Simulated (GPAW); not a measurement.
GPAW run on Ba3ZnN2O (P4/mmm, 7 atoms in the cell): self-consistent single point.

Method: PBEsol, GPAW PAW datasets PBEsol (made by gpaw-setup) (plane waves; GPAW).

The change in words: lattice scaled by 0.98. Reference geometry:
```
Ba3ZnN2O
1.0
    4.09084     0.00000     0.00000
    0.00000     4.09084     0.00000
    0.00000     0.00000     9.16087
Ba Zn N O
3 1 2 1
Cartesian
  0.00000   0.00000   1.99597
  0.00000   0.00000   7.16490
  2.04542   2.04542   4.58044
  2.04542   2.04542   0.00000
  2.04542   2.04542   7.33364
  2.04542   2.04542   1.82723
  0.00000   0.00000   4.58044
```

Reference input (self-consistent single point, DFT PBEsol, plane waves, GPAW PAW datasets PBEsol (made by gpaw-setup)): mode = pw; ecut = 950 eV; xc = PBEsol; kpts = 6 6 3; mesh shift (steps) = 0 0 0; occupations.name = fermi-dirac; occupations.width = 0.02 eV; nbands = -8; convergence.density = 1e-05 e/electron; convergence.bands = -6; symmetry.symmorphic = false; symmetry.tolerance = 0.0005. This run's input differs from it in these lines:

```diff
@@ -5,5 +5,5 @@
 atoms = Atoms(['Ba', 'Ba', 'Ba', 'Zn', 'N', 'N', 'O'],
-              cell=[[4.090843, 0.000000, 0.000000],
-                    [0.000000, 4.090843, 0.000000],
-                    [0.000000, 0.000000, 9.160872]],
+              cell=[[4.009026, 0.000000, 0.000000],
+                    [0.000000, 4.009026, 0.000000],
+                    [0.000000, 0.000000, 8.977655]],
               scaled_positions=[[0.000000, 0.000000, 0.217880],
```

Log, with long lists cut:

```
     iter     time        total  log10-change:
                         energy   eigst   dens
iter:   1 --:--:--   -45.072175   +0.66
iter:   2 --:--:--   -42.868384   -0.24  -0.88
iter:   3 --:--:--   -38.608981   -0.53  -0.95
iter:   4 --:--:--   -38.516023   -0.68  -1.22
iter:   5 --:--:--   -38.278614   -1.17  -1.37
iter:   6 --:--:--   -38.200376   -1.30  -1.55
iter:   7 --:--:--   -38.193487   -1.59  -1.83
iter:   8 --:--:--   -38.132869   -2.06  -1.93
iter:   9 --:--:--   -38.145877   -2.68  -2.34
iter:  10 --:--:--   -38.132625c  -3.11  -2.21
iter:  11 --:--:--   -38.133070c  -3.67  -2.60
   [... lines left out ...]
   [... 7 lines left out ...]
iter:  22 --:--:--   -38.132580c  -6.51  -3.74
iter:  23 --:--:--   -38.132579c  -6.61  -3.81
iter:  24 --:--:--   -38.132580c  -6.24  -3.85
iter:  25 --:--:--   -38.132576c  -6.74  -3.93
iter:  26 --:--:--   -38.132576c  -7.68c -4.17
iter:  27 --:--:--   -38.132576c  -7.48c -4.21
iter:  28 --:--:--   -38.132576c  -7.37  -4.41
iter:  29 --:--:--   -38.132576c  -8.12c -4.60
iter:  30 --:--:--   -38.132576c  -8.18c -4.65
iter:  31 --:--:--   -38.132576c  -8.67c -4.83
iter:  32 --:--:--   -38.132576c  -8.62c -4.89
iter:  33 --:--:--   -38.132576c  -9.46c -4.97
iter:  34 --:--:--   -38.132576c  -8.56c -5.01c
Converged after 34 iterations.

Dipole moment: (0.000000, 0.000000, 0.000000) |e|*Ang

Energy contributions relative to reference atoms: (reference = -717380.836807)

Kinetic:        +43.585786
Potential:      -32.598191
External:        +0.000000
XC:             -49.372926
Entropy (-ST):   -0.000001
Local:           +0.252756
SIC:             +0.000000
--------------------------
Free energy:    -38.132576
Extrapolated:   -38.132576

Showing only first 2 kpts
 Kpt  Band  Eigenvalues  Occupancy
  0    27      7.96164    2.00000
  0    28      7.96164    2.00000
  0    29      8.50217    0.00005
  0    30      9.32899    0.00000

  1    27      8.05738    1.99998
  1    28      8.05738    1.99998
  1    29      8.55995    0.00000
  1    30      9.64139    0.00000

Fermi level: 8.29105

Gap: 0.445 eV
Transition (v -> c):
   [... lines left out ...]
Direct gap: 0.468 eV
   [... lines left out ...]
  1 Ba    0.00000    0.00000    0.21728
  2 Ba    0.00000    0.00000    0.00000
  3 Zn    0.00000    0.00000    0.00000
  4 N     0.00000    0.00000   -0.40379
  5 N     0.00000    0.00000    0.40379
  6 O    -0.00000   -0.00000    0.00000

Stress tensor:
    -0.019949     0.000000     0.000000
     0.000000    -0.019949     0.000000
     0.000000     0.000000    -0.035591
Stress (GPa, Voigt): [-3.1961 -3.1961 -5.7023  0.      0.      0.    ]
```

The run converged in 34 iterations. GPAW prints stress with tension positive. Against the reference run the free energy goes up by 12.6 meV/atom, the largest force goes from 0.009 to 0.404 eV/Å and the gap on the mesh goes from 0.535 to 0.445 eV.

At such cutoffs GPAW's stress carries a finite-basis (Pulay) error, which enters relaxed cells too; its log prints stress with tension positive.

The starting cell comes from a database of computed structures (which also holds hypothetical and non-ambient phases and stackings), without a prior relaxation at this level. Its lattice was rescaled by a random factor within 2.5 % of one. For this run, on top of that: lattice scaled by 0.98.

Cost on one core of a shared machine: roughly 3 min.
